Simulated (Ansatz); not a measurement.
Structure of amorphous Si$_{24}$Te$_{36}$ (periodic cell):

```
CELL_PARAMETERS angstrom
     12.24466     0.00000     0.00000
      0.00000    12.24466     0.00000
      0.00000     0.00000    12.24466
ATOMIC_POSITIONS crystal
  Si 0.70859 0.52438 0.30026
  Si 0.03750 0.75191 0.60401
  Si 0.28688 0.05122 0.24647
  Si 0.96549 0.77967 0.22537
  Si 0.74774 0.64964 0.92566
  Si 0.48718 0.07096 0.53587
  Si 0.82273 0.98301 0.04984
  Si 0.36062 0.13107 0.08896
  Si 0.61298 0.51139 0.46717
  Si 0.37414 0.98135 0.40792
  Si 0.85967 0.91943 0.79623
  Si 0.85999 0.34264 0.62885
  Si 0.79924 0.69111 0.26683
  Si 0.67141 0.39481 0.04671
  Si 0.09899 0.65809 0.27363
  Si 0.27833 0.24707 0.95147
  Si 0.55275 0.43631 0.89622
  Si 0.41322 0.20304 0.65436
  Si 0.25402 0.88979 0.14922
  Si 0.39623 0.81377 0.50987
  Si 0.94775 0.83624 0.04423
  Si 0.52006 0.34273 0.42829
  Si 0.90021 0.75396 0.87935
  Si 0.46617 0.35245 0.24214
  Te 0.68997 0.75167 0.09885
  Te 0.30473 0.10945 0.79724
  Te 0.88979 0.90231 0.59124
  Te 0.77097 0.00915 0.24912
  Te 0.18420 0.03153 0.51685
  Te 0.13486 0.90345 0.98342
  Te 0.91666 0.16399 0.03250
  Te 0.22612 0.84319 0.64643
  Te 0.53378 0.88912 0.27751
  Te 0.78122 0.33841 0.23833
  Te 0.64117 0.17545 0.44638
  Te 0.97875 0.09045 0.81874
  Te 0.01447 0.53134 0.14048
  Te 0.02995 0.59999 0.46142
  Te 0.92879 0.28474 0.44739
  Te 0.98761 0.96726 0.32417
  Te 0.32779 0.32728 0.51372
  Te 0.29670 0.72055 0.26287
  Te 0.76354 0.19939 0.74862
  Te 0.42318 0.60078 0.50545
  Te 0.35259 0.44182 0.93825
  Te 0.54366 0.53603 0.16284
  Te 0.55963 0.63835 0.83870
  Te 0.06158 0.34562 0.67979
  Te 0.67864 0.96345 0.89303
  Te 0.03210 0.63576 0.77770
  Te 0.83552 0.46468 0.92987
  Te 0.42219 0.93530 0.02863
  Te 0.55448 0.20467 0.12163
  Te 0.68616 0.77930 0.42061
  Te 0.13412 0.17639 0.30020
  Te 0.53848 0.89959 0.64217
  Te 0.26099 0.36292 0.20977
  Te 0.76155 0.53081 0.61759
  Te 0.09347 0.34907 0.92292
  Te 0.57108 0.33529 0.70905
```

Method: PBE-D3(BJ), scalar-relativistic without spin-orbit coupling, PAW (Ansatz default set, large-core Te) (plane waves to 420 eV; Ansatz, a first-principles code). Neutral PBE cell, which sets geometry, pressure and energy: sampling: a 2×2×2 Γ-centred mesh; Fermi-Dirac width 0.05 eV; no spin polarisation.

A CHGNet melt-quench gave the starting glass, which DFT then relaxed. The hot cell started wider than the set density and was brought back towards it in steps. It is the lowest in DFT energy of 4 quenches. It is a model cell: composition and starting density were chosen by hand, and all elements were melted together. The geometry includes D3(BJ) dispersion. Cooling ran many orders faster than in experiment, which tends to leave more defects and strain. One small periodic cell is one sample of the glass; other quenches scatter about these values. The volume was free in the relaxation, at fixed shape.

Question: Give the pressure, the energy against reference phases and the spacing of the highest filled and lowest empty levels.

Answer: 
| Quantity | Result |
|---|---|
| Pressure on a 2×2×2 Γ-centred mesh | 0.03 GPa |
| Largest force and stress component on that mesh (the relaxation ran on one k-point at (1/4, 1/4, 1/4)) | 0.17 eV/Å and 0.9 GPa |
| Energy relative to trigonal Te + silicon (lowest mix at this level among the phases computed, not always the ambient ones) | 0.140 eV/atom |
| Gap on a 2×2×2 Γ-centred mesh (PBE) | 0.36 eV |
| Gap at the zone centre (PBE) | 0.49 eV |
| Distance between the nearest levels spread over more than a fifth of the atoms or a third of the atoms of their main element (six at least) (PBE, zone centre) | 0.49 eV |

Question: At PBE and the zone centre, how localised are the states just below and above the Fermi level (participation number: the atoms over which a state spreads)?

Answer: The highest filled state is spread over 21.7 atoms' worth, largest on Te59, with weights by element (charge in smoothed Voronoi cells) Te 0.81, Si 0.19. The lowest empty state is spread over 32.2 atoms' worth, largest on Te55, with weights by element (charge in smoothed Voronoi cells) Te 0.73, Si 0.27.

Neighbours within Si-Si 2.62 Å, Si-Te 3.00 Å, Te-Te 3.31 Å count as bonded.

A PBE run started with 1 μB on atoms that lack a bond or may hold spare charge lost its moments; other starts weren't tried.
